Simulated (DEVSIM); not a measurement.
# abrupt Si n-p junction

Device: abrupt Si n-p junction, at 300 K.

| layer (left to right) | material | thickness (μm) | Nd (cm⁻³) | Na (cm⁻³) | τn (s) | τp (s) |
|---|---|---|---|---|---|---|
| 1 | Si | 24.0 | 3.6e17 | - | 3.4e-7 | 3.4e-7 |
| 2 | Si | 35.0 | - | 3.2e16 | 3.4e-7 | 3.4e-7 |

Left contact: ohmic. Right contact: ohmic. Voltage is applied to the left contact. Recombination: SRH at mid-gap, Auger. Mobility is μmin + (μ − μmin)/(1 + (N/Nref)^α).

The device is made up for the run: typed textbook-type constants, with dimensions and the other settings drawn at random. Values at 300 K.

| parameter | Si |
|---|---|
| gap (eV) | 1.124 |
| affinity (eV) | 4.05 |
| permittivity | 11.7 |
| Nc (cm⁻³) | 2.86e19 |
| Nv (cm⁻³) | 3.1e19 |
| μn (cm²/Vs) | 1417 |
| μp (cm²/Vs) | 470 |
| μn,min | 52 |
| μp,min | 45 |
| Nref,n | 9.7e16 |
| Nref,p | 2.2e17 |
| αn | 0.68 |
| αp | 0.72 |
| Cn (cm⁶/s) | 2.8e-31 |
| Cp (cm⁶/s) | 9.9e-32 |

Simulated with DEVSIM: 1D drift-diffusion, Boltzmann statistics, complete ionisation; no tunnelling, impact ionisation, image-force lowering or self-heating.

| Property | Value |
|---|---|
| Potential step across the device at zero bias | 0.833 V |
| Largest field in the device at zero bias | 85000 V/cm |
| Dark forward voltage at 1 A/cm² | 0.668 V |
| Dark forward voltage at 100 A/cm² | 0.833 V |

Dark forward current:

```
V (V)  J (A/cm²)
-----  ---------
-0.05    -6.6e-9
-0.10    -2.4e-8
-0.15    -7.1e-8
-0.20    -2.1e-7
-0.25    -6.4e-7
-0.30    -2.2e-6
-0.35    -9.1e-6
-0.40    -4.5e-5
-0.45   -0.00026
-0.50    -0.0017
-0.55     -0.011
-0.60     -0.076
-0.65      -0.52
-0.70       -3.2
-0.75        -16
-0.80        -54
-0.85       -140
-0.90       -270
-0.95       -460
-1.00       -700
-1.05       -990
-1.10      -1300
-1.15      -1700
-1.20      -2100
```

Dark reverse current:

```
V (V)  J (A/cm²)
-----  ---------
0.10      5.4e-9
0.25      1.1e-8
0.50      1.8e-8
0.75      2.4e-8
1.00      3.0e-8
1.50      4.0e-8
2.00      4.9e-8
2.50      5.7e-8
3.25      6.8e-8
4.00      7.7e-8
5.00      8.9e-8
```
